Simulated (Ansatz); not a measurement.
The reference is W (space group Pm-3n, No. 223; a = 5.0330 Å).

Levels (all Ansatz, a quantum-chemistry and plane-wave program, PAW): PBEsol (420 eV, no spin-orbit coupling); PBEsol+SOC (420 eV, noncollinear with spin-orbit coupling).

The geometry is relaxed with PBEsol.

| Item | Result |
|---|---|
| PBEsol pressure | 0.0 GPa |

Q: Predict the pressure from PBEsol+SOC.

A: The pressure goes from zero to 0.4 GPa.

Single points use the geometry relaxed with PBEsol. The spin-orbit shifts are approximate. Whether these cells are dynamically stable was not tested. The runs without spin-orbit coupling are not spin-polarised. This is not the structure that W has at room temperature and ambient pressure.
